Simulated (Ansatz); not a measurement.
# A computed series for ZrB2: response to strain

Take ZrB₂ (space group P6/mmm, No. 191; a = 3.155 Å, c = 3.506 Å; relaxed with 0.1 eV smearing) as the base. Axes: x lies along a and z along c of the hexagonal cell.

Strains are applied to the cell and any free atomic positions relax; under biaxial strain the out-of-plane vector relaxes too.

Level of theory: Kohn–Sham DFT with the PBEsol functional, run in Ansatz (a program for electronic structure) with PAW and 420 eV plane waves, no SOC.

Candidates:
(a) biaxial strain −0.50 %, plane normal [001], relaxed out of plane
(b) biaxial strain −2.00 %, plane normal [001], relaxed out of plane
(c) biaxial strain −1.50 %, plane normal [001], relaxed out of plane

Task: Order them by out-of-plane strain, highest first.

Result: (b) biaxial strain −2.00 %, plane normal [001], relaxed out of plane (+1.16 %), (c) biaxial strain −1.50 %, plane normal [001], relaxed out of plane (+0.87 %), (a) biaxial strain −0.50 %, plane normal [001], relaxed out of plane (+0.28 %)

Stability against distortions was not tested. All final runs are without spin polarisation.
